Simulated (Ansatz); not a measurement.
Consider Cu in the fcc (Cu type) structure (space group Fm-3m, No. 225).

```
CELL_PARAMETERS angstrom
      0.00000     1.78189     1.78189
      1.78189     0.00000     1.78189
      1.78189     1.78189     0.00000
ATOMIC_POSITIONS crystal
  Cu 0.00000 0.00000 0.00000
```

The values are results of Kohn–Sham DFT with the PBEsol functional, run in Ansatz (an electronic-structure program) with PAW and 420 eV plane waves, without spin-orbit coupling, not measurements.

Base values:

```
Property   Result
--------  -------
Pressure  0.0 GPa
```

Perturbation: every lattice vector is stretched by 3.89 %, atoms relaxed at fixed cell.

**Question.** What does the calculation give for the energy relative to the base after the change?

**Answer.** The energy goes up by 70 meV/atom.

**Question.** What happens to the pressure?

**Answer.** The pressure goes from zero to -14.5 GPa.

The cells carry an imposed strain or load. Whether these cells are dynamically stable was not tested. All final runs are without spin polarisation.
